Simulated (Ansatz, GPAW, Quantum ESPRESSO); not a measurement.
**Code comparison for TaNi₃ (Pmmn, 8 atoms in the cell)**

Self-consistent single point, at a second geometry (lattice scaled by 0.98). First geometry:

```
CELL_PARAMETERS angstrom
      4.30287     0.00000     0.00000
      0.00000     5.18290     0.00000
      0.00000     0.00000     4.61113
ATOMIC_POSITIONS crystal
  Ta 0.00000 0.00000 0.34972
  Ta 0.50000 0.50000 0.65028
  Ni 0.50000 0.00000 0.68154
  Ni 0.00000 0.50000 0.31846
  Ni 0.00000 0.24935 0.84213
  Ni 0.00000 0.75065 0.84213
  Ni 0.50000 0.25065 0.15787
  Ni 0.50000 0.74935 0.15787
```

Shared settings, as Ansatz (a first-principles code) writes them: kpoints.mp_grid.grid = 4 3 4; scf.occupations.method = gaussian; scf.occupations.width = 0.0037 Ry. Potentials and cutoffs stand in the table.

```tsv
code	model	ΔF from the first geometry (meV/atom)	pressure (GPa)	largest force (eV/Å)	cutoff
Quantum ESPRESSO	PBEsol, PSlibrary PAW (PBE) pseudopotentials	-50.9	-5.48	0.122	50 Ry
GPAW	PBEsol, GPAW PAW datasets PBEsol (made by gpaw-setup)	-41.9	-2.23	0.088	800 eV
Ansatz	PBEsol, PAW files made with PBE	-49.8	-4.28	0.097	30.9 Ry
```

For Quantum ESPRESSO (by 1.0 GPa) the energy change implies a higher mean pressure, against the two pressures, than for the other programs: a sign of finite-basis (Pulay) stress.

Size of the force on each atom (eV/Å): Sizes of forces hide their directions.

| code | Ta1 | Ta2 | Ni3 | Ni4 | Ni5 | Ni6 | Ni7 | Ni8 |
|---|---|---|---|---|---|---|---|---|
| Quantum ESPRESSO | 0.029 | 0.029 | 0.122 | 0.122 | 0.035 | 0.035 | 0.035 | 0.035 |
| GPAW | 0.002 | 0.002 | 0.088 | 0.088 | 0.051 | 0.051 | 0.051 | 0.051 |
| Ansatz | 0.035 | 0.035 | 0.097 | 0.097 | 0.040 | 0.040 | 0.040 | 0.040 |

On Ansatz's run: spin-orbit coupling is off. Spin polarisation is off.

The spread over the programs that give each value: ΔF from the first geometry within 9.0 meV/atom; pressure within 3.25 GPa; largest force within 0.034 eV/Å.

Ansatz's pressure is given at a fixed set of plane waves, as the other plane-wave codes print theirs; with its correction for the finite basis it is -4.22 GPa.

The shared mesh is coarse (it stands for a supercell whose shortest vector is 15 Å), so the values are not converged in it.

The starting cell comes from a database of computed structures (which also holds hypothetical and non-ambient phases and stackings), without a prior relaxation at this level. Its lattice was rescaled by a random factor within 2.5 % of one. For this run, on top of that: lattice scaled by 0.98.

Left out of this page: CP2K (unsound by tests on forces, stress, charge or solver warnings); Elk (not drawn, or without a comparable value).

Keys are those of Ansatz 0.2.
